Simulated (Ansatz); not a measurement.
Hypothetical P6/mmm Cs3P: biaxial strain +1.14 %, plane normal [001], relaxed out of plane

Start from Cs$_{3}$P (space group P6/mmm, No. 191; a = 6.359 Å, c = 6.899 Å; a hypothetical phase, not in the database extracts checked). Axes: x lies along a and z along c of the hexagonal cell.

It is then changed as follows: biaxial strain +1.14 %, plane normal [001], relaxed out of plane (Cartesian); in-plane vectors clamped, the third vector and the atoms free.

All numbers come from PBEsol (Ansatz, a program for electronic structure; PAW; 420 eV plane waves; no SOC). Settings: 9×9×7 k-points, 0.05 eV Fermi–Dirac smearing.

* **Space group**: P6/mmm (No. 191) (base P6/mmm (No. 191))
* **Shortest interatomic distance**: 3.445 Å (base 3.449 Å)
* **Pressure (mean of the normal stresses, compression positive)**: -0.2 GPa (base 0.0 GPa)
* **Band gap**: zero (base zero)
* **Out-of-plane strain**: -0.11 % (rough)
* **Mean in-plane stress (compression positive)**: -0.3 GPa (rough)

Final structure (turned so that z lies along the plane normal):

```
Cs3P
1.0
    6.43154     0.00000     0.00000
    3.21577     5.56988     0.00000
    0.00000     0.00000     6.89078
Cs P
3 1
Direct
  0.00000   0.00000   0.50000
  0.33333   0.33333   0.00000
  0.66667   0.66667   0.00000
  0.00000   0.00000   0.00000
```

Cost of the whole job for the changed cell (relaxation, final SCF and bands): around 40 core-seconds (rough).

Without a gap, meshes like the base's 9×9×7 leave anisotropic stresses uncertain by several tenths of a GPa, and small strain energies with them. Stability against distortions was not tested. The final runs are not spin-polarised. A zero or small gap of Cs3P can be the functional's error rather than a property of the material.
